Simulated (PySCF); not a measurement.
PySCF 2.14.0, BP86/def2-svpd, df: Zr(Me)(H)3 ([CH3][ZrH3]), 8 atoms. The geometry is a generated start, not checked to be a minimum at this level.

| Property | Value |
|---|---|
| task | energy |
| method | bp86 |
| basis | def2-svpd |
| two-electron scheme | density fitting |
| mol.max_memory | 3000 MB |
| mf.max_cycle | 100 |
| mf.init_guess | minao (default) |
| mf.conv_tol | 1e-09 (default) |
| mf.grids.level | 3 (default) |
| effective core potentials | those of the basis set, past Kr |
| basis functions | 102 |
| grid points | 95360 |

```xyz
8

Zr     1.0074    -0.0710     0.5264
C     -1.0206     0.0657    -0.5332
H     -0.9457    -0.2924    -1.5763
H     -1.3818     1.1105    -0.5551
H     -1.7770    -0.5504    -0.0129
H      2.1389     0.8881    -0.6382
H      0.6646     0.7714     2.1764
H      1.3141    -1.9220     0.6128
```

Charge 0 and multiplicity 1 are set for this test and not shown to be the ground state.

With the defaults (mf.DIIS = CDIIS, mf.diis = true, mf.level_shift = 0, mf.diis_space = 8, mf.damp = 0, mf.diis_start_cycle = 1) it converges in 12 Fock builds. One run each on 2 threads, 1 BLAS thread, with these changes:
- mf.DIIS = EDIIS
- mf.diis_space = 5
- mf.diis_space = 3
- mf.diis = false
- mf.level_shift = 0.1 Hartree
- mf.DIIS = ADIIS
- mf.diis_space = 20
- mf.damp = 0.3, mf.diis_start_cycle = 4
- mf.diis = false, mf.damp = 0.7, mf.diis_start_cycle = 999

Task: Which of these changes keep the SCF from converging, or lead it to another solution?

Result: No convergence: mf.DIIS = EDIIS; mf.diis = false (the run ends without SCF convergence in 100 cycles). The rest reach the solution of the defaults.

```json
[
 {"setting": "the defaults", "Fock builds": "12", "end": "same solution"},
 {"setting": "mf.diis_space = 20", "Fock builds": "12", "end": "same solution"},
 {"setting": "mf.diis_space = 5", "Fock builds": "13", "end": "same solution"},
 {"setting": "mf.level_shift = 0.1 Hartree", "Fock builds": "14", "end": "same solution"},
 {"setting": "mf.diis_space = 3", "Fock builds": "19", "end": "same solution"},
 {"setting": "mf.damp = 0.3, mf.diis_start_cycle = 4", "Fock builds": "19", "end": "same solution"},
 {"setting": "mf.diis = false, mf.damp = 0.7, mf.diis_start_cycle = 999", "Fock builds": "25", "end": "same solution"},
 {"setting": "mf.DIIS = ADIIS", "Fock builds": "28", "end": "same solution"},
 {"setting": "mf.DIIS = EDIIS", "Fock builds": "101", "end": "no convergence"},
 {"setting": "mf.diis = false", "Fock builds": "101", "end": "no convergence"}
]
```
